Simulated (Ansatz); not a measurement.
## Migration barriers: interstitial B in 3C silicon carbide, charge state +3

System: interstitial B in 3C silicon carbide (charge state +3). Method: PBE, PAW (plane waves to 420 eV; Ansatz, a first-principles code).

Settings: 64 host sites, the relaxed PBE lattice, a 2×2×2 k-point mesh shifted by half a step, smearing 0.01 eV, spin-restricted, no image-charge correction. No zero-point or tunnelling terms. The charge state is imposed; whether it is stable for some Fermi level was not computed. Sites that were not tried may lie lower.

Barriers: single points on a 3×3×3 k-point mesh shifted by half a step at the bands' geometries.

```json
[
 {"Route": "a direct jump of one B atom", "Start site over the lowest site run (eV)": "0.00", "Hop (Å)": "3.10", "Forward barrier (eV)": "2.90", "Backward barrier (eV)": "2.90", "Neighbours at the start": "4 C at 1.76 Å", "Neighbours at the saddle": "C at 1.60, 2 C at 1.83; Si at 1.82, Si at 2.16 Å", "Saddle order": "not checked, on a symmetry element", "Forward, on the band's own sampling (eV)": "2.90"}
]
```

Paths come from nudged elastic bands with a climbing image.  A band can be held on a symmetry element, so unchecked saddle points there may be too high.
